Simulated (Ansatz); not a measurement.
**Work function of Mo(110) slab, unreconstructed by several functionals**

All runs by Ansatz (plane waves, PAW, no spin-orbit coupling): 7 layers on the in-plane lattice of PBE, ions relaxed at each level.

| level | work function (eV) | rough cost against PBE (one kind of shared host) |
|---|---|---|
| LDA | … | within a factor of 2 |
| PBE | 4.53 | 1 |
| PBEsol | 4.61 | within a factor of 2 |
| r2SCAN | … | about 3 times |

Some entries are withheld; supply them.


- LDA, work function (eV): 4.78
- r2SCAN, work function (eV): 4.55

Which level lies nearest to measurement, and on which side does PBE miss?

Measured (this face): 4.95 eV (measured; Richard Tran, Xiang-Guo Li, Joseph H. Montoya et al., Surface Science (2019), arXiv:1902.07811). Misses: LDA -0.17, PBE -0.42, PBEsol -0.34, r2SCAN -0.40 eV. Nearest is LDA, though measured values of one face scatter by 0.1 eV or more.

Ansatz is a program for electronic structure.
